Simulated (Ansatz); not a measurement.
**Be3N2 (Ia-3, No. 206)**

Computed with r²SCAN (Ansatz, a program for electronic structure, plane waves, PAW).

Numerical settings: plane-wave cutoff 560 eV, 6×6×6 k mesh, Fermi–Dirac smearing 0.01 eV, scalar-relativistic PAW data made under PBE.

Cell: relaxed at this level.

* **volume per atom**: 6.68 Å³/atom
* **bulk modulus**: 227 GPa
* **band gap**: 3.99 eV (direct)
* **equilibrium lattice constant a**: 8.114 Å
* **pressure derivative B′ of the bulk modulus**: 3.6

It cost about 40 core-minutes (a rough figure) of CPU time.
